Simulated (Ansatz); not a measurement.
An Ansatz (a quantum-chemistry and plane-wave program) run: hypothetical P6_3/mmc SnSe2 with a change (uniaxial strain ε_yy = −4.16 %); PBE-D3(BJ) in Ansatz (plane waves to 420 eV, PAW, no spin-orbit coupling).

Input:

Ansatz 0.2 input:
```yaml
crystal:
  lattice:
    - [3.8334538406, 0, 0]
    - [-1.9167269203, 3.1817618843, 0]
    - [0, 0, 11.50657212]
  atoms:
    - { symbol: Sn, position: [0.3333333333, 0.6666666667, 0.25] }
    - { symbol: Sn, position: [0.6666666667, 0.3333333333, 0.75] }
    - { symbol: Se, position: [0.3333333333, 0.6666666667, 0.5989532872] }
    - { symbol: Se, position: [0.6666666667, 0.3333333333, 0.0989532872] }
    - { symbol: Se, position: [0.6666666667, 0.3333333333, 0.4010467128] }
    - { symbol: Se, position: [0.3333333333, 0.6666666667, 0.9010467128] }
basis: { ecutwfc: 420, ecutrho_ratio: 4, xc_grid: 2, fft_grid_basis: typed }
kpoints: { mp_grid: { grid: [14, 14, 4] } }
hamiltonian:
  xc: pbe
  dispersion: d3bj
  pseudopotentials: { kind: paw }
scf: { occupations: { method: fermi_dirac, width: 0.05 }, convergence: { dr2_threshold: 0.0000000006 } }
relax: { f_tol: 0.005, max_steps: 50 }
output: { forces: true, stress: true }
checkpoint: { write: state.ck, write_every: 1000 }
```

Output (explanatory and most iteration lines left out):

```
Relaxation: its limit of steps is 50 (relax.max_steps)
Pseudopotential: Sn, paw, valence charge 14
Pseudopotential: Se, paw, valence charge 16
Crystal: 6 atoms, lattice volume = 140.347 Å³
Basis set: ecut = 420 eV, 2735 PW (Γ), exchange–correlation on 54×50×160 points (8 copies of the dense FFT grid, shifted against one another)
Bands: 56, of which v1, the nominal top of the filled ones, is band 46 counted from 1 (45 counted from 0)
Symmetry: 8 space group operations
Space group: Cmcm (ITA 63), of the structure as read, at distance tolerance 5.2e-5 Å
k-points: 171 of 784
Functional: x = pbe(κ = 0.804, μ = 0.2195149727645171), c = pbe(β = 0.06672455060314922)
SCF iter   1: F=—  HF=-33927.584062 eV  |F-HF|=—  |Δ(HF+E_count)|=         —  Δρ=3.26e-3  dr2=1.32e-2  ethr=1.77e-3  ⟨swp⟩=6.6  Hψ=36669  notcnv=0  defer=94
SCF iter   2: F=—  HF=-33927.583346 eV  |F-HF|=—  |Δ(HF+E_count)|=   7.16e-4  Δρ=1.14e-3  dr2=2.55e-3  ethr=1.43e-5  ⟨swp⟩=2.0  Hψ=15257  notcnv=0  defer=304
SCF 1 converged in 7 iterations: F = -33927.582481 eV  dr2 = 4.43e-10
relax step   1: F+E_penalty+E_count = -33927.58248120 eV  Δ(F+E_penalty+E_count) = +0.000e0 eV  max|allowed force component| = 1.209e-1 eV/Å  Δτ_max = 0.0000 Å  (7 SCF iters, accepted)
Crystal: 6 atoms, lattice volume = 140.347 Å³
SCF iter   1: F=—  HF=-33927.589282 eV  |F-HF|=—  |Δ(HF+E_count)|=         —  Δρ=2.62e-3  dr2=7.98e-3  ethr=8.58e-6  ⟨swp⟩=2.0  Hψ=30650  notcnv=0  defer=300
SCF iter   2: F=—  HF=-33927.588693 eV  |F-HF|=—  |Δ(HF+E_count)|=   5.89e-4  Δρ=1.65e-3  dr2=4.75e-3  ethr=8.58e-6  ⟨swp⟩=2.0  Hψ=15132  notcnv=0  defer=300
SCF 2 converged in 7 iterations: F = -33927.586758 eV  dr2 = 3.56e-10
relax step   2: F+E_penalty+E_count = -33927.58675776 eV  Δ(F+E_penalty+E_count) = -4.277e-3 eV  max|allowed force component| = 6.616e-2 eV/Å  Δτ_max = 0.0371 Å  (7 SCF iters, accepted)
Crystal: 6 atoms, lattice volume = 140.347 Å³
SCF iter   1: F=—  HF=-33927.589624 eV  |F-HF|=—  |Δ(HF+E_count)|=         —  Δρ=1.24e-3  dr2=1.51e-3  ethr=2.49e-5  ⟨swp⟩=4.3  Hψ=18835  notcnv=0  defer=303
SCF iter   2: F=—  HF=-33927.589503 eV  |F-HF|=—  |Δ(HF+E_count)|=   1.21e-4  Δρ=7.20e-4  dr2=9.59e-4  ethr=1.64e-6  ⟨swp⟩=2.0  Hψ=18725  notcnv=0  defer=303
SCF 3 converged in 7 iterations: F = -33927.589111 eV  dr2 = 5.09e-11
relax step   3: F+E_penalty+E_count = -33927.58911078 eV  Δ(F+E_penalty+E_count) = -2.353e-3 eV  max|allowed force component| = 3.746e-2 eV/Å  Δτ_max = 0.0155 Å  (7 SCF iters, accepted)
Crystal: 6 atoms, lattice volume = 140.347 Å³
SCF iter   1: F=—  HF=-33927.632793 eV  |F-HF|=—  |Δ(HF+E_count)|=         —  Δρ=9.85e-3  dr2=9.05e-2  ethr=1.05e-3  ⟨swp⟩=5.8  Hψ=27340  notcnv=0  defer=171
SCF iter   2: F=—  HF=-33927.628302 eV  |F-HF|=—  |Δ(HF+E_count)|=   4.49e-3  Δρ=5.98e-3  dr2=6.14e-2  ethr=9.83e-5  ⟨swp⟩=3.0  Hψ=20328  notcnv=0  defer=299
SCF 4 converged in 8 iterations: F = -33927.603028 eV  dr2 = 4.47e-10
relax step   4: F+E_penalty+E_count = -33927.60302849 eV  Δ(F+E_penalty+E_count) = -1.392e-2 eV  max|allowed force component| = 2.349e-1 eV/Å  Δτ_max = 0.1248 Å  (8 SCF iters, accepted)
Crystal: 6 atoms, lattice volume = 140.347 Å³
SCF iter   1: F=—  HF=-33927.634199 eV  |F-HF|=—  |Δ(HF+E_count)|=         —  Δρ=3.53e-3  dr2=1.50e-2  ethr=1.17e-4  ⟨swp⟩=4.7  Hψ=20957  notcnv=0  defer=297
SCF iter   2: F=—  HF=-33927.631996 eV  |F-HF|=—  |Δ(HF+E_count)|=   2.20e-3  Δρ=1.67e-3  dr2=5.17e-3  ethr=1.64e-5  ⟨swp⟩=2.0  Hψ=20395  notcnv=0  defer=297
SCF 5 converged in 8 iterations: F = -33927.630084 eV  dr2 = 7.00e-11
relax step   5: F+E_penalty+E_count = -33927.63008373 eV  Δ(F+E_penalty+E_count) = -2.706e-2 eV  max|allowed force component| = 1.439e-1 eV/Å  Δτ_max = 0.0485 Å  (8 SCF iters, accepted)
Crystal: 6 atoms, lattice volume = 140.347 Å³
[...]
SCF iter   2: F=—  HF=-33927.667759 eV  |F-HF|=—  |Δ(HF+E_count)|=   4.15e-7  Δρ=2.14e-4  dr2=1.21e-4  ethr=1.56e-7  ⟨swp⟩=2.0  Hψ=19000  notcnv=0  defer=310
SCF 9 converged in 6 iterations: F = -33927.667776 eV  dr2 = 3.15e-10
relax step   9: F+E_penalty+E_count = -33927.66777598 eV  Δ(F+E_penalty+E_count) = +1.554e-4 eV  max|allowed force component| = 2.358e-2 eV/Å  Δτ_max = 0.0051 Å  (6 SCF iters, rejected (line search))
Crystal: 6 atoms, lattice volume = 140.347 Å³
SCF iter   1: F=—  HF=-33927.667931 eV  |F-HF|=—  |Δ(HF+E_count)|=         —  Δρ=3.26e-4  dr2=1.14e-4  ethr=1.35e-6  ⟨swp⟩=2.6  Hψ=18063  notcnv=0  defer=311
SCF iter   2: F=—  HF=-33927.667934 eV  |F-HF|=—  |Δ(HF+E_count)|=   2.47e-6  Δρ=2.11e-4  dr2=1.03e-4  ethr=1.24e-7  ⟨swp⟩=2.0  Hψ=19002  notcnv=0  defer=311
SCF 10 converged in 6 iterations: F = -33927.667953 eV  dr2 = 3.91e-10
relax step  10: F+E_penalty+E_count = -33927.66795342 eV  Δ(F+E_penalty+E_count) = -2.201e-5 eV  max|allowed force component| = 1.587e-4 eV/Å  Δτ_max = 0.0013 Å  (6 SCF iters, accepted)
SCF converged after 6 iterations
Free energy (F): -33927.667953 eV
Internal energy: -33927.654511 eV  (E = F + TS)
E sigma→0 (E₀):  -33927.661232 eV
Entropy (-TS):   -0.013442 eV (-2.240 meV/atom)
Fermi energy:    10.523466 eV
  E_disp       = -2.388190  (pairwise vdW)
--- Forces (eV/Å), atoms counted from 1 ---
  atom   1  Sn     0.00000000     0.00000672     0.00000000
  atom   2  Sn     0.00000000    -0.00000672     0.00000000
  atom   3  Se     0.00000000     0.00013821    -0.00015868
  atom   4  Se     0.00000000    -0.00013821    -0.00015868
  atom   5  Se     0.00000000    -0.00013821     0.00015868
  atom   6  Se     0.00000000     0.00013821     0.00015868
--- Stress (GPa, compression-positive) ---
        4.603419       0.000000       0.000000
        0.000000       5.762189       0.000000
        0.000000       0.000000       1.457033
  P = ⅓ Tr σ = 3.9409 GPa (39.409 kbar)
--- Relaxed structure (10 steps of the walk, 9 accepted, 0 SCFs on fresh bases) ---
  atoms:
    - { symbol: Sn, position: [0.28403924212283505, 0.5680784842456702, 0.25] }
    - { symbol: Sn, position: [0.7159607578771647, 0.4319215157543296, 0.75] }
    - { symbol: Se, position: [0.38554739869811655, 0.7710947973962332, 0.5942087270820566] }
    - { symbol: Se, position: [0.6144526013018833, 0.2289052026037667, 0.0942087270820566] }
    - { symbol: Se, position: [0.6144526013018833, 0.2289052026037667, 0.40579127291794354] }
    - { symbol: Se, position: [0.38554739869811655, 0.7710947973962332, 0.9057912729179435] }
```

Without a gap, meshes like the base's 14×14×4 leave anisotropic stresses uncertain by several tenths of a GPa, and small strain energies with them. No phonon test of stability was made. The final runs are not spin-polarised. Under uniaxial strain ε_yy = −4.16 % the cell ends below the base's energy or with stress of the wrong sign: the atoms slid into a distortion or the cell is elastically unstable, so the base is not a stable minimum at this level. The cell was made from SnSe2 in the 2H-MoS2 type structure (space group P6_3/mmc, No. 194; a hypothetical phase, not in the database extracts checked; layered, stacked along the Cartesian z axis) by this change: uniaxial strain ε_yy = −4.16 %.
